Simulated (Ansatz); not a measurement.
## Response to strain in WSe2

The parent structure is WSe₂ (space group P6_3/mmc, No. 194; a = 3.2305 Å, c = 12.4111 Å; layered, stacked along the Cartesian z axis).

Strains are applied to the cell and any free atomic positions relax.

All numbers come from plane-wave PAW DFT at the PBEsol-D3(BJ) level (Ansatz, an electronic-structure program, 420 eV), spin-orbit coupling left out.

Notes on the quantities. pressure: mean of the normal stresses, compression positive.

```json
[
 {"change": "base", "pressure": "0.00 GPa", "shortest interatomic distance": "2.511 Å", "band gap": "0.67 eV"},
 {"change": "isotropic strain −3.00 %", "pressure": "9.44 GPa", "shortest interatomic distance": "2.485 Å", "band gap": "0.41 eV"},
 {"change": "isotropic strain −2.40 %", "pressure": "7.15 GPa", "shortest interatomic distance": "2.491 Å", "band gap": "0.47 eV"},
 {"change": "isotropic strain −1.80 %", "pressure": "5.09 GPa", "shortest interatomic distance": "2.496 Å", "band gap": "0.53 eV"},
 {"change": "isotropic strain −1.20 %", "pressure": "3.21 GPa", "shortest interatomic distance": "2.501 Å", "band gap": "0.58 eV"},
 {"change": "isotropic strain −0.60 %", "pressure": "1.52 GPa", "shortest interatomic distance": "2.506 Å", "band gap": "0.63 eV"}
]
```

Spin-orbit coupling, missing from the scalar runs, can matter with W. Gaps are Kohn–Sham eigenvalue differences; semilocal functionals usually give less than the measured gap. No phonon test of stability was made.
